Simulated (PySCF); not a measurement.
PySCF 2.14.0, CCSD (frozen core)/def2-svp: N[Si@@]1(O)CCO1, 13 atoms. The geometry is a generated start, not checked to be a minimum at this level.

| Quantity | Value |
|---|---|
| task | ccsd |
| basis | def2-svp |
| two-electron scheme | exact four-centre integrals |
| frozen core | true |
| mf.init_guess | minao (default) |
| mf.DIIS | CDIIS (default) |
| mf.diis_space | 8 (default) |
| mf.conv_tol | 1e-09 (default) |
| basis functions (reference run) | 123 |

On 4 threads, 1 BLAS thread. Build: conda-forge: OpenMP (GNU), OpenBLAS with its own threads, libcint, Libxc. Each setting ran once; only counts and results are compared.

Values of mol.max_memory tried: 8000 MB, 4000 MB, 2000 MB, 1000 MB, 500 MB, 300 MB, 200 MB.

Task: What happens as the memory setting falls?

Result: It runs down to 200 MB, the lowest tried, with the same result. At 8000 MB: SCF integrals in memory, transformation in memory. From 1000 MB down: SCF integrals in memory, transformation through a file. From 300 MB down: direct SCF, transformation through a file.

```csv
mol.max_memory,path,peak memory
8000 MB,"SCF integrals in memory, transformation in memory",1.3 GiB
4000 MB,"SCF integrals in memory, transformation in memory",1.3 GiB
2000 MB,"SCF integrals in memory, transformation in memory",1.3 GiB
1000 MB,"SCF integrals in memory, transformation through a file",1.5 GiB
500 MB,"SCF integrals in memory, transformation through a file",1.5 GiB
300 MB,"direct SCF, transformation through a file",1.3 GiB
200 MB,"direct SCF, transformation through a file",1.3 GiB
```

Peak memory is the kernel's count for the largest process, libraries included and scratch files not. The peak passes the setting at 1000 MB, 500 MB, 300 MB, 200 MB: it is no hard cap.
